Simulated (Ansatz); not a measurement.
The starting structures come from a database of crystals and need not be the phases stable at ambient conditions.

Inside the gap of an insulator the Bloch states are evanescent, with a wavenumber k + iκ along the transport direction.

Given:

```xyz
7
Lattice="5.8451 0.0000 0.0000 2.8835 5.4266 0.0000 -1.4808 2.7133 2.6263" Properties=species:S:1:pos:R:3 pbc="T T T"
Nb     1.1628     1.0294     0.2069
Nb     7.5658     4.3972     0.2069
O      5.8060     5.4266     1.4858
O      6.2042     3.1305     1.1251
O      2.5244     2.2961     1.1251
O      3.6181     4.4667     0.3203
O      5.1105     0.9600     0.3203
```

Space group of this cell: C2. The cell is taken as given; by r2SCAN its mean pressure is -10.3 GPa.

Transport runs along the normal of the first two printed cell vectors.

No gap correction and no spin-orbit coupling; mid-gap values are interpolated between computed energies.

Problem. Estimate the band gap and the smallest decay constant κ at mid-gap that r2SCAN run with Ansatz (a program for electronic structure) returns for this system.

Solution. Gap 2.21 eV on a 12×12×12 mesh; κ = 0.463 1/Å, at (0.333, 0.000) of the in-plane reciprocal vectors. At the zone centre, at the nearest computed energy, the slowest state has κ = 0.46 1/Å.
